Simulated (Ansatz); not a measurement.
Abridged Ansatz (a quantum-chemistry and plane-wave program) output:

```
Pseudopotential: Pt, paw, valence charge 18
Pseudopotential: Co, paw, valence charge 17
Pseudopotential: O, paw, valence charge 6
Crystal: 4 atoms, lattice volume = 42.089 Å³
Basis set: ecut = 420 eV, 835 PW (Γ), exchange–correlation on 90×90×90 points (8 copies of the dense FFT grid, shifted against one another)
Bands: 28, of which v1, the nominal top of the filled ones, is band 24 counted from 1 (23 counted from 0)
Symmetry: 12 space group operations
k-points: 489 of 4913
Functional: x = pbe(κ = 0.804, μ = 0.2195149727645171), c = pbe(β = 0.06672455060314922)
SCF iter   1: F=—  HF=-18782.438114 eV  |F-HF|=—  |Δ(HF+E_count)|=         —  Δρ=5.37e-3  dr2=9.19e-3  ethr=1.77e-3  ⟨swp⟩=6.4  Hψ=54184  notcnv=0
SCF iter   2: F=—  HF=-18782.438217 eV  |F-HF|=—  |Δ(HF+E_count)|=   1.03e-4  Δρ=2.71e-3  dr2=3.40e-3  ethr=1.95e-5  ⟨swp⟩=1.6  Hψ=19869  notcnv=0
SCF 1 converged in 10 iterations: F = -18782.437962 eV  dr2 = 2.76e-10
SCF converged after 10 iterations
Free energy (F): -18782.437962 eV
Internal energy: -18782.430118 eV  (E = F + TS)
E sigma→0 (E₀):  -18782.434040 eV
Entropy (-TS):   -0.007844 eV (-1.961 meV/atom)
Fermi energy:    16.029824 eV
--- Forces (eV/Å), atoms counted from 1 ---
  atom   1  Pt     0.00000000    -0.00000000    -0.00000000
  atom   2  Co     0.00000000     0.00000000    -0.00000000
  atom   3  O      0.00000000     0.00000000     0.00056696
  atom   4  O      0.00000000    -0.00000000    -0.00056696
--- Stress (GPa, compression-positive) ---
       -0.007334       0.000000       0.000000
        0.000000      -0.007334      -0.000000
        0.000000      -0.000000      -0.009814
  P = ⅓ Tr σ = -0.0082 GPa (-0.082 kbar)
```

**Question.** What was computed, and what are the main results?

**Answer.** CoPtO2, 4 atoms in the cell, with PBE (Ansatz; PAW; 420 eV plane waves; no SOC). The last SCF converged to F = -18782.437962 eV, or -4695.6095 eV per atom, at a pressure of -0.01 GPa. The total energy compares only with runs of the same code, potentials and settings.

Whether these cells are dynamically stable was not tested. Seeded moments were not kept for the base. No Hubbard U is applied and the magnetic state is the run's own (CoPtO2 non-magnetic); small cells can't hold the antiferromagnetic order that many such compounds have, so gaps and moments can be off. All final runs are without spin polarisation. An odd electron count without spin: CoPtO2. The cell is CoPtO2 (space group R-3m, No. 166; non-magnetic).
